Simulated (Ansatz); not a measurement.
Take GaN in the wurtzite structure (space group P6_3mc, No. 186; a = 3.219 Å, c = 5.244 Å) as the base.

Method: DFT with PBE, PAW potentials and a 420 eV plane-wave cutoff in Ansatz (a program for electronic structure), no SOC, earlier PAW set.

For the base:

| Quantity | Value |
|---|---|
| Gap character | direct at Γ |

It is then changed as follows: every lattice vector is stretched by 2.28 %, atoms relaxed at fixed cell.

Question: Estimate the effect on the energy relative to the base and gap character.

Answer: The energy goes up by 27 meV/atom; the gap character stays direct at Γ.

The cells carry an imposed strain or load. No phonon test of stability was made.
